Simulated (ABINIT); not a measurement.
ABINIT run on MgTi2 (P-62m, 6 atoms in the cell): self-consistent single point.

Level of theory: PBEsol, PAW (JTH v2.0 PBE PAW, files made for PBE) (plane waves; ABINIT).

```yaml
crystal:
  lattice:
    - [5.14389, 0.00000, 0.00000]
    - [-2.57194, 4.45474, 0.00000]
    - [0.00000, 0.00000, 4.89179]
  atoms:
    - { symbol: Mg, position: [0.66667, 0.33333, 0.00000] }
    - { symbol: Mg, position: [0.33333, 0.66667, 0.00000] }
    - { symbol: Ti, position: [0.00000, 0.31613, 0.50000] }
    - { symbol: Ti, position: [0.31613, 0.00000, 0.50000] }
    - { symbol: Ti, position: [0.68387, 0.68387, 0.50000] }
    - { symbol: Ti, position: [0.00000, 0.00000, 0.00000] }
```

Reference input (self-consistent single point, DFT, LDA (PW92), plane waves, PAW (JTH v2.0 LDA PAW)): pseudos = [Mg.LDA_PW-JTH.xml, Ti.LDA_PW-JTH.xml]; ecut = 30 Ha; pawecutdg = 60 Ha; pawxcdev = 0; ixc = 7; occopt = 7; tsmear = 0.05 eV; ngkpt = 6 6 6; nshiftk = 1; shiftk = 0 0 0; potentials = JTH v2.0 LDA PAW; nband = 43. This run's input differs from it in these lines:

```diff
@@ -1,4 +1,4 @@
-# MgTi2, JTH v2.0 LDA PAW
+# MgTi2, JTH v2.0 PBE PAW
 pp_dirpath "./"
-pseudos "Mg.LDA_PW-JTH.xml, Ti.LDA_PW-JTH.xml"
+pseudos "Mg.GGA_PBE-JTH.xml, Ti.GGA_PBE-JTH.xml"
 acell 3*1.0
@@ -22,3 +22,3 @@
 pawxcdev 0
-ixc 7
+ixc -116133
 occopt 7
```

Its files differ too (potentials: JTH v2.0 LDA PAW → JTH v2.0 PBE PAW).

Output (repeated stretches shortened):

```
--- !BeginCycle
solver: {iscf: 17, nstep: 50, nline: 4, wfoptalg: 10, }
tolerances: {tolvrs: 1.00E-12, }
...

     iter   Etot(hartree)      deltaE(h)  residm     nres2
 ETOT  1  -349.76792613564    -3.498E+02 9.339E+00 2.881E+01
 ETOT  2  -361.45718869105    -1.169E+01 4.781E-01 1.527E+02
 ETOT  3  -361.30018261004     1.570E-01 9.187E-02 5.393E+01
 ETOT  4  -361.28323286107     1.695E-02 6.257E-02 1.060E+02
 ETOT  5  -361.19337104182     8.986E-02 7.435E-02 4.081E+00
   [... 13 lines left out ...]
 ETOT 19  -361.19645876663     9.663E-13 2.900E-04 2.899E-10
 ETOT 20  -361.19645876663     1.762E-12 1.728E-04 3.950E-11
 ETOT 21  -361.19645876663     1.080E-12 1.307E-04 6.734E-12
 ETOT 22  -361.19645876663    -3.013E-12 1.187E-04 1.278E-13
 At SCF step   22       nres2   =  1.28E-13 < tolvrs=  1.00E-12 =>converged.

 Cartesian components of stress tensor (hartree/bohr^3)
  sigma(1 1)=  8.93934342E-05  sigma(3 2)=  0.00000000E+00
  sigma(2 2)=  8.93934341E-05  sigma(3 1)=  0.00000000E+00
  sigma(3 3)=  9.33061763E-05  sigma(2 1)= -8.18940477E-14

 ----iterations are completed or convergence reached----

 reduced coordinates (array xred) for    6 atoms
       0.666666666659      0.333333333327      0.000000000000
       0.333333333325      0.666666666661      0.000000000000
      -0.000000000008      0.316129999994      0.500000000000
       0.316129999992     -0.000000000006      0.500000000000
       0.683869999992      0.683869999994      0.500000000000
      -0.000000000008     -0.000000000006      0.000000000000
 cartesian forces (eV/Angstrom) at end:
   [... lines left out ...]
 Fermi (or HOMO) energy (hartree) =   0.22862   Average Vxc (hartree)=  -0.37520
   [... lines left out ...]
'-kT*entropy'       : -5.95237877436391E-04
total_energy        : -3.61196458710925E+02
total_energy_eV     : -9.82865548685563E+03
...

-Cartesian components of stress tensor (GPa)         [Pressure= -2.6684E+00 GPa]
- sigma(1 1)=  2.63004519E+00  sigma(3 2)=  0.00000000E+00
- sigma(2 2)=  2.63004519E+00  sigma(3 1)=  0.00000000E+00
- sigma(3 3)=  2.74516202E+00  sigma(2 1)= -2.40940566E-09

 Calculation completed.
```

The run converged in 22 iterations. Against the reference run the pressure goes from -5.81 to -2.67 GPa and the largest force goes from 0.181 to 0.093 eV/Å.

The starting cell comes from a database of computed structures (which also holds hypothetical and non-ambient phases and stackings), without a prior relaxation at this level. Spin polarisation is off. The potentials were made for another functional than the one used.

Cost on one core of a shared machine: roughly 7 min.
